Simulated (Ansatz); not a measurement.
The reference is a 12-atom supercell of WS$_{2}$ in the 2H-MoS2 type structure (space group P6_3/mmc, No. 194; a = 3.154 Å, c = 12.137 Å; layered, stacked along the Cartesian z axis) at its relaxed geometry.

(Cell as relaxed with PBE-D3(BJ).)

Levels (all Ansatz, a quantum-chemistry and plane-wave program, PAW): PBE-D3(BJ) (420 eV, no spin-orbit coupling); PBEsol-D3(BJ) (420 eV, without spin-orbit coupling).

Each level relaxes its own structure.

Perturbation: one W atom is replaced by Re, atoms relaxed at fixed cell, starting from a slightly rattled geometry.

| quantity | PBE-D3(BJ) | PBEsol-D3(BJ) |
|---|---|---|
| pressure | -0.4 GPa | -0.9 GPa |
| largest displacement of a host atom from its site in the perfect cell | 0.10 Å | 0.08 Å |

PBE-D3(BJ)'s pressure lies 0.45 GPa above PBEsol-D3(BJ)'s. Neither level is exact; PBEsol-D3(BJ) is the comparison here, not a measurement.

The magnetic state is the one reached from the starting moments; the real material's order can differ, and small cells can't hold many antiferromagnetic ones. In so small a cell the defect repeats every few ångströms: this is an ordered compound, not a dilute defect. A case with no gap was solved on a k-mesh chosen for an insulator, which is coarse for it. Starting moments died away, wholly or in part, for Re on a W site; another magnetic solution may exist.
